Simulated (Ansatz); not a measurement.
Relaxation of the outer planes of the (221) surface of fcc Au in its 1x1 cell, outermost plane spacing 0.69 Å in the ideal cut.

The numbers are results of PBE (plane waves to 420 eV, PAW; Ansatz, a first-principles code), not measurements.

Slab: 16 atoms, 10.4 Å thick at the start (thin: gaps and levels are the slab's own); k 13x5x1, smearing 0.1 eV, dipole-corrected; all atoms relaxed; symmetry of the start imposed; no spin, no spin-orbit, no U.

```tsv
plane	atoms	bulk spacing to the next (Å)	relaxed spacing (Å)	change (%)	rumpling (Å)
1	Au	0.693	0.501	-27.7	0.00
2	Au	0.693	0.655	-5.4	0.00
```
